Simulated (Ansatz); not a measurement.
# Sn: stress against strain

Sn (diamond, Fd-3m, 34.969 Å³/atom at rest) under an equal strain ε in the (001) plane with the normal axis free, as in a coherent film. PBEsol in Ansatz, a plane-wave DFT program (PAW, default set), 420 eV, 15×15×15 Γ-centred mesh, Fermi-Dirac smearing 0.10 eV; ions are relaxed within the symmetry of each cell. Stress is positive for a compressed cell.

Here s stands for strain and y for stress xx.

| strain (%) | stress xx (GPa) |
|---|---|
| -3.00 | ? |
| -1.50 | 0.97 |
| -1.00 | 0.64 |
| -0.50 | 0.32 |
| 0.00 | 0.01 |
| 0.50 | -0.29 |
| 1.00 | -0.59 |
| 1.50 | -0.86 |

The 7 complete rows are fitted with a straight line, y against s. Means: s 0, y 0.029. About the means, the sum of products is -4.2800 and the sum of squares of s is 7.0000; the slope is their ratio. Least squares gives y = 0.029 - 0.6114·s. Residuals (row less fit): 0.024, 0.000, -0.015, -0.019, -0.013, -0.008, 0.028; standard error 0.021 (degrees of freedom: 5). The slope gives the biaxial elastic modulus of this plane = 61 ± 0.8 GPa.

**Question.** Estimate the missing y (s = -3.00); what did the run itself give?

**Answer.** y = 0.029 - 0.6114 × (-3.0) = 1.863 GPa. The calculation gives 2.04 GPa, 0.177 GPa above the prediction (6.1 % of the range of y in the table). The row lies outside the fitted rows, so this is an extrapolation. From the scatter of the fitted rows alone, a prediction at this place has a standard error of 0.032 GPa, so the miss is 5.5 times that.

One order more, fitted to all 13 runs of the series, follows each within 0.01, so the miss is the next term of a smooth law. This level leaves no gap over 0.05 eV at strain -3.00, -1.50, -1.00, -0.50, 0.00, 0.50, 1.00, 1.50, where the mesh may be coarse. Sn is here grey tin, stable below 13 °C. Rows are the converged runs of the series near zero and its far end; series whose fitted rows scatter by over a few per cent of the range, as at a crossing or softening among them, aren't shown in this form. Most that stay on the fit to the last digits aren't either.
